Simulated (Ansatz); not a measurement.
Consider LiF in the rock salt structure (space group Fm-3m, No. 225; a = 4.0680 Å).

Method: DFT with PBE, PAW potentials and a 420 eV plane-wave cutoff in Ansatz (a program for electronic structure), no SOC.

For the base:

The electron mass comes out as 0.86 mₑ (at Γ). The pressure comes out as 0.00 GPa and the band gap is 8.83 eV. The gap character comes out as direct at Γ.

Modification: the cell is scaled by 1.0150 in all directions; the atoms relax in the strained cell.

Question: How does this affect the electron mass?

Answer: The electron mass goes from 0.86 mₑ (at Γ) to 0.84 mₑ (at Γ).

Question: What does the calculation give for the energy relative to the base after the change?

Answer: The energy increases by 3.4 meV/atom.

Question: Predict the new pressure.

Answer: The pressure goes from zero to -2.74 GPa.

Question: How does this affect the band gap?

Answer: The band gap shrinks by 0.37 eV to 8.46 eV.

Question: Estimate the effect on the gap character.

Answer: The gap character remains direct at Γ.

Masses are band curvatures over ±0.01 Å⁻¹ around the edge. Stability against distortions was not tested.
